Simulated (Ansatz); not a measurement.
A stack in vacuum: 4 layers of alpha-tellurene, started at parallel, shifted by (1/3,2/3) (facing atoms over hollows or bridges).

Calculation: PBE+D3(BJ) (plane waves to 420 eV, PAW; Ansatz, a first-principles code). Spin–orbit coupling is left out; with elements this heavy it can move edges by tenths of an eV. Its k-point mesh 9×9×1, Fermi–Dirac width 0.01 eV. A dipole correction is on.

Predict its spacing and gap.


```
Property                                                                                                      Result
---------------------------------------------------------------------  ---------------------------------------------
gap between facing atomic planes                                                                  2.80, 2.76, 2.79 Å
step of the vacuum level across the stack (top less bottom)                                                  0.00 eV
PBE gap over the mesh and listed points off it                         0.33 eV, indirect (lowest direct gap 0.45 eV)
valence and conduction edges under the vacuum level of the lower face                               4.75 and 4.43 eV
```
